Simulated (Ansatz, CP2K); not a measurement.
A CP2K input for a self-consistent single point of the (001) slab of ZrS2 (cut from a parent of space group no. 164; 6 atoms in the cell) (DFT PBE, GPW, DZVP-MOLOPT-SR-GTH basis, GTH-PBE potentials (GTH_POTENTIALS)):

```
&GLOBAL
  PROJECT bulk
  RUN_TYPE ENERGY_FORCE
  PRINT_LEVEL LOW
&END GLOBAL
&FORCE_EVAL
  METHOD Quickstep
  STRESS_TENSOR ANALYTICAL
  &DFT
    BASIS_SET_FILE_NAME BASIS_MOLOPT
    POTENTIAL_FILE_NAME GTH_POTENTIALS
    &QS
      METHOD GPW
      EPS_DEFAULT 1E-10
    &END QS
    &MGRID
      CUTOFF 500
      REL_CUTOFF 50
      NGRIDS 5
    &END MGRID
    &SCF
      SCF_GUESS ATOMIC
      EPS_SCF 1E-6
      MAX_SCF 100
      ADDED_MOS 9
      &DIAGONALIZATION
        ALGORITHM STANDARD
      &END DIAGONALIZATION
      &MIXING
        METHOD BROYDEN_MIXING
        ALPHA 0.3
        NBUFFER 12
      &END MIXING
      &SMEAR ON
        METHOD GAUSSIAN
        SIGMA [eV] 0.1
      &END SMEAR
    &END SCF
    &KPOINTS
      SCHEME MONKHORST-PACK 5 5 1
    &END KPOINTS
    &XC
      &XC_FUNCTIONAL PBE
      &END XC_FUNCTIONAL
    &END XC
    &PRINT
      &MO
        EIGENVALUES T
        OCCUPATION_NUMBERS T
        NDIGITS 8
        FILENAME mo
        &EACH
          QS_SCF 0
        &END EACH
        ADD_LAST NUMERIC
      &END MO
      &MULLIKEN OFF
      &END MULLIKEN
    &END PRINT
  &END DFT
  &SUBSYS
    &CELL
      A 3.66000000 0.00000000 0.00000000
      B -1.83000000 3.16965300 0.00000000
      C 0.00000000 0.00000000 18.73000000
      PERIODIC XYZ
    &END CELL
    &COORD
      SCALED
      Zr       0.00000000     0.00000000     0.34463400
      Zr       0.00000000     0.00000000     0.65536600
      S        0.33333300     0.66666700     0.42231700
      S        0.66666700     0.33333300     0.26695100
      S        0.33333300     0.66666700     0.73304900
      S        0.66666700     0.33333300     0.57768300
    &END COORD
    &KIND Zr
      BASIS_SET DZVP-MOLOPT-SR-GTH-q12
      POTENTIAL GTH-PBE-q12
    &END KIND
    &KIND S
      BASIS_SET DZVP-MOLOPT-SR-GTH-q6
      POTENTIAL GTH-PBE-q6
    &END KIND
  &END SUBSYS
  &PRINT
    &FORCES ON
    &END FORCES
    &STRESS_TENSOR ON
    &END STRESS_TENSOR
  &END PRINT
&END FORCE_EVAL
```

### Question
Write the same calculation as an input for Ansatz (a quantum-chemistry and plane-wave program).

### Answer
One input that does it (others would too):

Ansatz 0.2 input:
```yaml
crystal:
  lattice:
    - [3.66000000, 0.00000000, 0.00000000]
    - [-1.83000000, 3.16965300, 0.00000000]
    - [0.00000000, 0.00000000, 18.73000000]
  atoms:
    - { symbol: Zr, position_ang: [0.00000000, 0.00000000, 6.45499482] }
    - { symbol: Zr, position_ang: [0.00000000, 0.00000000, 12.27500518] }
    - { symbol: S, position_ang: [-0.00000183, 2.11310306, 7.90999741] }
    - { symbol: S, position_ang: [1.83000183, 1.05654994, 4.99999223] }
    - { symbol: S, position_ang: [-0.00000183, 2.11310306, 13.73000777] }
    - { symbol: S, position_ang: [1.83000183, 1.05654994, 10.82000259] }
kpoints:
  mp_grid: { grid: [5, 5, 1] }
hamiltonian:
  xc: pbe
  pseudopotentials: { kind: paw }
scf:
  occupations: { method: gaussian, width: 0.0073 Ry }
output:
  forces: true
  eigenvalues: true
  stress: true
```

Basis settings and potentials, where a program has them, do not carry over. This input uses DFT, PBE, plane waves, default PAW files. The width in Ry is rounded to four decimals.

The starting cell has typed, rounded lattice constants, without a prior relaxation at this level. The slab is cut from that crystal, and its faces are unrelaxed.
